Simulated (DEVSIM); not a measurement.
Structure: GaP p-i-n diode, at 250 K.

```csv
layer (left to right),material,thickness (μm),Nd (cm⁻³),Na (cm⁻³),τn (s),τp (s)
1,GaP,0.180,-,1.5e18,1.6e-6,1.6e-6
2,GaP,1.50,4.8e12,-,1.6e-6,1.6e-6
3,GaP,0.490,2e18,-,1.6e-6,1.6e-6
```

Left contact: ohmic. Right contact: ohmic. Voltage is applied to the left contact. Recombination: SRH at mid-gap, radiative, Auger. Mobility is μmin + (μ − μmin)/(1 + (N/Nref)^α).

Constants are typed, rounded textbook-type inputs, not results; the design itself was drawn at random and stands for no fabricated device. Values at 300 K; Nc and Nv go as T^1.5, mobilities as T to minus their exponent, the gap by Varshni's rule with the affinity fixed.

| parameter | GaP |
|---|---|
| gap (eV) | 2.26 |
| affinity (eV) | 3.8 |
| permittivity | 11.1 |
| Nc (cm⁻³) | 1.8e19 |
| Nv (cm⁻³) | 1.9e19 |
| μn (cm²/Vs) | 250 |
| μp (cm²/Vs) | 150 |
| μn,min | 10 |
| μp,min | 10 |
| Nref,n | 4.4e18 |
| Nref,p | 1e18 |
| αn | 0.8 |
| αp | 0.85 |
| T exponent of μn | 1.6 |
| T exponent of μp | 1.98 |
| B (cm³/s) | 1e-13 |
| Cn (cm⁶/s) | 1e-30 |
| Cp (cm⁶/s) | 1e-30 |
| Varshni α (eV/K) | 0.00058 |
| Varshni β (K) | 372 |

Model (solved in DEVSIM): 1D drift-diffusion, Boltzmann statistics, complete ionisation; no tunnelling, impact ionisation, image-force lowering or self-heating.

Base results: dark forward voltage at 100 A/cm² (V) 2.044; dark forward voltage at 1 A/cm² (V) 1.940.

Problem. What follows from this one change: thickness of layer 1 0.18 → 0.54 μm?

Solution. dark forward voltage at 100 A/cm² 2.044 → 2.063 V; dark forward voltage at 1 A/cm² 1.940 → 1.960 V.

Problem. What follows from this one change: constant mobility in place of the doping-dependent one?

Solution. dark forward voltage at 100 A/cm² 2.044 → 2.036 V; dark forward voltage at 1 A/cm² 1.940 → 1.932 V.
